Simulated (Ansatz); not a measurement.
We consider L1₀ (CuAu-type) FePt, described by HSE06 (Ansatz, a quantum-chemistry and plane-wave program, PAW).

Settings: plane-wave cutoff 460 eV, 10×10×8 k mesh (along the axes of the cell as run), Fermi–Dirac smearing 0.05 eV, spin-polarised with parallel moments, scalar-relativistic PAW data made under PBE.

Cell (relaxed at this level):

```
FePt
1.0
    2.74812     0.00000     0.00000
    0.00000     2.74812     0.00000
    0.00000     0.00000     3.74955
Fe Pt
1 1
Direct
  0.00000   0.00000   0.00000
  0.50000   0.50000   0.50000
```
Starting moments (μB, in the order of the record's atoms Fe Pt): 3.0 0.0.

Problem. Estimate the magnetic moment (largest site, within a sphere) that the calculation returns.

Solution. 
* **magnetic moment (largest site, within a sphere)**: 3.52 μB

Moments are spin moments.

Spin–orbit coupling is not included.

Computed values are for the static lattice.
